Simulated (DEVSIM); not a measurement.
## abrupt Si n-p junction

Device: abrupt Si n-p junction, at 300 K.

```
layer (left to right)  material  thickness (μm)  Nd (cm⁻³)  Na (cm⁻³)  τn (s)  τp (s)
---------------------  --------  --------------  ---------  ---------  ------  ------
1                            Si            4.70     4.3e17          -  3.5e-5  3.5e-5
2                            Si            19.0          -     7.7e14  3.5e-5  3.5e-5
```

Left contact: ohmic. Right contact: ohmic. Voltage is applied to the left contact. Recombination: SRH at mid-gap. Mobility is μmin + (μ − μmin)/(1 + (N/Nref)^α).

Constants are typed, rounded textbook-type inputs, not results; the design itself was drawn at random and stands for no fabricated device. Values at 300 K.

| parameter | Si |
|---|---|
| gap (eV) | 1.124 |
| affinity (eV) | 4.05 |
| permittivity | 11.7 |
| Nc (cm⁻³) | 2.86e19 |
| Nv (cm⁻³) | 3.1e19 |
| μn (cm²/Vs) | 1417 |
| μp (cm²/Vs) | 470 |
| μn,min | 52 |
| μp,min | 45 |
| Nref,n | 9.7e16 |
| Nref,p | 2.2e17 |
| αn | 0.68 |
| αp | 0.72 |

DEVSIM, 1D drift-diffusion, Boltzmann statistics, complete ionisation; no tunnelling, impact ionisation, image-force lowering or self-heating.

The potential step across the device at zero bias is 0.741 V and the largest field in the device at zero bias is 37000 V/cm. The dark forward voltage at 1 A/cm² comes out as 0.561 V and the dark forward voltage at 100 A/cm² comes out as 0.747 V.

Small-signal capacitance in reverse bias (quasi-static):

| V (V) | C (nF/cm²) |
|---|---|
| 0.2 | 8.81 |
| 0.5 | 7.51 |
| 1 | 6.24 |
| 1.5 | 5.45 |
| 2 | 4.91 |
| 3 | 4.18 |
| 4 | 3.70 |
| 5 | 3.36 |
| 6.5 | 2.98 |
| 8 | 2.71 |
| 10 | 2.44 |

Dark reverse current:

```csv
V (V),J (A/cm²)
0.20,1.1e-9
0.50,1.7e-9
1.00,2.5e-9
1.50,3.2e-9
2.00,3.8e-9
3.00,4.7e-9
4.00,5.6e-9
5.00,6.3e-9
6.50,7.3e-9
8.00,8.2e-9
10.00,9.3e-9
```
